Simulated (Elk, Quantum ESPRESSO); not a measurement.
A Quantum ESPRESSO input for a self-consistent single point of ZrS (Fm-3m, 2 atoms in the cell) (DFT, PBEsol, plane waves, PseudoDojo standard norm-conserving (PBESOL) pseudopotentials):

```fortran
&CONTROL
 calculation = 'scf'
 outdir = './tmp/'
 pseudo_dir = './'
 tprnfor = .true.
 tstress = .true.
/
&SYSTEM
 ibrav = 0
 celldm(1) = 7.01126834
 nat = 2
 ntyp = 2
 ecutwfc = 70
 occupations = 'smearing'
 smearing = 'gauss'
 degauss = 0.019992
/
&ELECTRONS
 conv_thr = 1e-10
 mixing_beta = 0.7
/
ATOMIC_SPECIES
Zr    91.2240  Zr.upf
S     32.0600  S.upf
ATOMIC_POSITIONS {crystal}
Zr    0.00000000    0.00000000    0.00000000
S     0.50000000    0.50000000    0.50000000
K_POINTS {automatic}
11 11 11  0 0 0
CELL_PARAMETERS {alat}
   0.00000000     0.70710678     0.70710678
   0.70710678     0.00000000     0.70710678
   0.70710678     0.70710678     0.00000000
```

Q: Write the same calculation as an input for Elk.

A: One input that does it (others would too):

```
tasks
  0

xctype
  22

rgkmax
  7.5

gmaxvr
  14.0

nxlo
  2

lorbcnd
  .true.

rmtscf
  0.97

lmaxi
  2

stype
  0

swidth
  0.00999582

maxscl
  100

avec
    0.0000000000    4.9577153852    4.9577153852
    4.9577153852    0.0000000000    4.9577153852
    4.9577153852    4.9577153852    0.0000000000

sppath
  './'

atoms
  2
  'Zr.in'
  1
  0.0000000000  0.0000000000  0.0000000000    0.0 0.0 0.0
  'S.in'
  1
  0.5000000000  0.5000000000  0.5000000000    0.0 0.0 0.0

ngridk
  11 11 11
```

Basis settings and potentials, where a program has them, do not carry over. This input uses DFT, PBEsol, all-electron FP-LAPW, Elk's shipped species files, APW+lo basis with extra local orbitals.

The starting cell comes from a database of computed structures (which also holds hypothetical and non-ambient phases and stackings), without a prior relaxation at this level.
